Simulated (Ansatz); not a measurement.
The starting structures come from a database of crystals and need not be the phases stable at ambient conditions.

 Where the default PAW files enter, the runs use the earlier of Ansatz's two default sets.

By PBEsol, the system below comes out a metal.

Without scattering a metal conducts by its projected Fermi surface.

Input:

```
CELL_PARAMETERS angstrom
      4.87201     0.00000     0.00000
     -0.95898     6.02596     0.00000
      0.00000     1.14227     3.53012
ATOMIC_POSITIONS crystal
  Co 0.00000 0.00000 0.00000
  Co 0.50000 0.00000 0.00000
  Co 0.32544 0.39110 0.80445
  Co 0.67456 0.60890 0.19555
  Ge 0.81830 0.36734 0.81633
  Ge 0.18170 0.63266 0.18367
  Ge 0.71759 0.86032 0.56984
  Ge 0.28241 0.13968 0.43016
```

Space group of this cell: C2/m. The cell is taken as given; by PBEsol its mean pressure is -1.4 GPa.

The current flows along the normal of the first two printed cell vectors. No spin-orbit coupling; the value is a mean over 0.1 eV about the Fermi level.

Task: State the ballistic conductance per area according to PBEsol in Ansatz (a program for electronic structure).

Result: 0.90 × 10¹⁵ S/m² for both spins.
